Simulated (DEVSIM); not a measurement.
System: Al/SiO2/n-GaAs capacitor, at 400 K.

Layer 1 from the left is SiO2, thickness (nm) 1.50. Layer 2 from the left is GaAs, thickness (nm) 15000, Nd (cm⁻³) 1.9e15.

Metal gate on the left, work function 4.1 eV. Fixed charge at the semiconductor interface -2e10 cm⁻² (in units of +e); interface traps 2.8e11 cm⁻² eV⁻¹, uniform in energy, neutral level at 0.7 of the gap above the valence band.

This is a model device: material constants are rounded textbook-type values typed into the input, and sizes, dopings and lifetimes were drawn at random. Values at 300 K; Nc and Nv go as T^1.5, mobilities as T to minus their exponent, the gap by Varshni's rule with the affinity fixed.

SiO2: gap (eV) 9, affinity (eV) 0.9, permittivity 3.9. GaAs: gap (eV) 1.424, affinity (eV) 4.07, permittivity 12.9, Nc (cm⁻³) 4.7e17, Nv (cm⁻³) 9e18, Varshni α (eV/K) 0.000541, Varshni β (K) 204.

Model (solved in DEVSIM): 1D Poisson equation in equilibrium, Boltzmann statistics, complete ionisation; no quantum confinement or tunnelling. Metal contacts follow the ideal Schottky-Mott rule: no Fermi-level pinning, no interface dipoles.

### Question
What does the simulation give for the minimum of the low-frequency capacitance, the threshold voltage (band bending 2φF)?

### Answer
minimum of the low-frequency capacitance 0.0595 μF/cm²; threshold voltage (band bending 2φF) -1.06 V.
